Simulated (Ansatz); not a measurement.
## Be on the Al site (Be_Al) in wurtzite AlN

Calculation: PBE, PAW (plane waves to 420 eV; Ansatz, a quantum-chemistry and plane-wave program). Cell: 96 sites, 3×2×2; final energies on a 2×2×2 shifted mesh. Site at the start: the Al site. Charged cells carry a point-charge image correction with potential alignment at far atoms. Dielectric constants: PBE linear response of the host. Host gap at this level: 4.03 eV. These values are not converged in cell size to better than tenths of an eV. Levels are measured in PBE's own, too narrow, gap. Spin–orbit coupling is left out. Each state is the lowest found from its start.

Formation energies E_f are given with the Fermi level at the valence-band maximum. Chemical conditions: N-rich (Δμ(Al) = -2.74 eV, Δμ(Be) = -1.71 eV, bounded by Be3N2 (P6_3/mmc); only phases computed here count, gases as isolated molecules at 0 K). Reference phases: Al: fcc Al, Be: hcp Be.

| charge | moment (μB) | largest move off a lattice site (Å) | image correction with alignment (eV) | E_f, N-rich (eV) |
|---|---|---|---|---|
| +1† | not spin-polarised | 0.24 | 0.04 | – |
| 0 | 1.0 | 0.34 | 0.00 | 2.17 |
| −1 | not spin-polarised | 0.07 | 0.31 | 2.47 |

† Not settled in this cell, so no level is given: charge +1: carriers not clearly localised, level within 0.1 eV of a band edge or past it.

Transition levels above the valence-band maximum: ε(0/−1) = 0.30 eV. With a charge missing or unsettled, these needn't be thermodynamic levels.

Flagged in the runs: a host whose relaxation on this sampling wasn't shown to rest.
